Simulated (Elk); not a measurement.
Band structure of Gd (P6_3/mmc, 2 atoms in the cell).

```
CELL_PARAMETERS angstrom
      3.62882     0.00000     0.00000
     -1.81441     3.14265     0.00000
      0.00000     0.00000     5.88047
ATOMIC_POSITIONS crystal
  Gd 0.33333 0.66667 0.25000
  Gd 0.66667 0.33333 0.75000
```
Moments meant for the start (each program seeds them in its own way; μB, in the order of the atoms Gd Gd): 7.0 7.0.

Method: PBE, all-electron FP-LAPW, Elk's shipped species files, APW+lo basis with extra local orbitals (Elk).

Settings: xctype = 20; spinpol = true; rgkmax = 7.5; stype = 0; swidth = 0.00367493 Ha; ngridk = 7 7 4; reducebf = 0.5; gmaxvr = 14 1/bohr; nxlo = 2; lorbcnd = true; lmaxi = 2; nempty = 12 per atom; maxscl = 100; bfcmt = [[0.0, 0.0, -1.75], [0.0, 0.0, -1.75]].

The starting cell comes from a database of computed structures (which also holds hypothetical and non-ambient phases and stackings), without a prior relaxation at this level. Its lattice was rescaled by a random factor within 2.5 % of one. Spin-orbit coupling is off. The magnetic order is the one reached from the typed start; others were not searched systematically. With U or open f shells several self-consistent states can exist. The f electrons are in the valence without U or exact exchange, which can misplace them near the Fermi level. Spin-orbit terms, which matter for f shells, are left out. Values depend on the basis (sphere radii, cutoffs, local orbitals), which need not be converged.

Levels in eV from the Fermi level, bands 23 to 30 of the first spin channel:
| point | 23 | 24 | 25 | 26 | 27 | 28 | 29 | 30 |
|---|---|---|---|---|---|---|---|---|
| Γ | -4.68 | -2.48 | 0.90 | 1.35 | 1.36 | 1.36 | 1.94 | 1.94 |
| M | -2.12 | -1.71 | -1.29 | -0.05 | 1.00 | 1.16 | 1.68 | 5.16 |
| K | -1.14 | -0.97 | -0.97 | -0.48 | 0.68 | 0.68 | 2.05 | 4.37 |
| A | -3.60 | -3.60 | 0.42 | 0.42 | 1.30 | 1.30 | 1.30 | 1.30 |
| L | -2.14 | -2.14 | -0.48 | -0.48 | 1.46 | 1.46 | 2.61 | 2.61 |
| H | -0.88 | -0.88 | -0.55 | -0.55 | 0.16 | 0.16 | 2.40 | 2.40 |

Bands cross the Fermi level along this path, so the cell is metallic at this level.

The net moment of the cell came out as 15.28 μB.
